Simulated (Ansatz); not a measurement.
An Ansatz (a quantum-chemistry and plane-wave program) input (plane-wave PAW DFT at the PBE-D3(BJ) level (Ansatz, 420 eV), no spin-orbit coupling):

Ansatz 0.2 input:
```yaml
crystal:
  lattice:
    - [4.4352142081, 0, 0]
    - [-2.217607104, 3.8410081754, 0]
    - [0, 0, 14.6108495389]
  atoms:
    - { symbol: Ag, position: [0, 0, 0.3215436545] }
    - { symbol: Ag, position: [0, 0, 0.8215436545] }
    - { symbol: Ag, position: [0.6666666667, 0.3333333333, 0.4287076348] }
    - { symbol: Ag, position: [0.3333333333, 0.6666666667, 0.9287076348] }
    - { symbol: I, position: [0, 0, 0.0183806114] }
    - { symbol: I, position: [0, 0, 0.5183806114] }
    - { symbol: I, position: [0.6666666667, 0.3333333333, 0.2313680993] }
    - { symbol: I, position: [0.3333333333, 0.6666666667, 0.7313680993] }
basis: { ecutwfc: 420, ecutrho_ratio: 4, xc_grid: 2, fft_grid_basis: typed }
kpoints: { mp_grid: { grid: [12, 12, 4] } }
hamiltonian:
  xc: pbe
  dispersion: d3bj
  pseudopotentials: { kind: paw }
total_charge: -1.24453
scf: { occupations: { method: fermi_dirac, width: 0.0259 }, convergence: { dr2_threshold: 0.0000000008 } }
relax: { f_tol: 0.005, max_steps: 30 }
output: { forces: true, stress: true }
checkpoint: { write: state.ck, write_every: 1000 }
```

Task: Which symmetry and how many k-points will the program report, and about how many plane waves at Γ?

Result: Space group P63mc (ITA 186) with 12 operations, k-points 57 of 576, and 4915 plane waves at Γ.

Carriers are added with a uniform compensating background; total energy and stress of such cells depend on the potential's zero and are not compared; many-body gap narrowing is missing at this level. Stability against distortions was not tested. The cell was made from AgI (space group P6_3mc, No. 186; layered, stacked along the Cartesian z axis) by this change: electrons 5.0×10^21 cm⁻³.
